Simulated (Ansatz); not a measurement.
# Effect of Hf → Zr on HfO2

Consider HfO2 (space group P4_2/nmc, No. 137; a = 3.5768 Å, c = 5.2026 Å).

Now apply this change: full substitution Hf → Zr; the structure is relaxed again.

Computed with Ansatz (a first-principles code), r2SCAN, PAW, cutoff 500 eV, no SOC. Γ-centred 9×9×7 mesh, Fermi–Dirac width 0.05 eV.

The volume per atom goes up by 0.21 Å³ to 11.30 Å³ and the density drops by 4.467 g/cm³, from 10.50 g/cm³ to 6.04 g/cm³. The lattice parameter a rises by 0.0246 Å (3.577 Å → 3.601 Å) and the c/a ratio drops by 0.003, from 1.455 to 1.452. The space group stays P4_2/nmc (No. 137) and the shortest interatomic distance increases by 0.015 Å (2.059 Å → 2.074 Å). The band gap decreases by 0.67 eV to 4.60 eV and the gap character goes from indirect, Z → Γ to indirect, k = (0.222, 0.222, 0) in the run's primitive reciprocal basis → Γ. The smallest direct gap shrinks by 0.625 eV (5.34 eV → 4.71 eV) and the width of the top valence band decreases by 0.09 eV, from 0.98 eV to 0.89 eV. The electron mass becomes 2.2 mₑ along c, 0.63 mₑ across (at Γ) (base: 1.0 mₑ along c, 0.89 mₑ across (at Γ)).

Cost of the whole job for the changed cell (relaxation, final SCF and bands): about 90 core-seconds (a rough figure).

Spin-orbit coupling, missing from the scalar runs, can matter with Hf. Masses are band curvatures over ±0.01 Å⁻¹ around the edge. No phonon test of stability was made. This is not the structure that ZrO2 has at room temperature and ambient pressure. This is not the structure that HfO2 has at room temperature and ambient pressure.
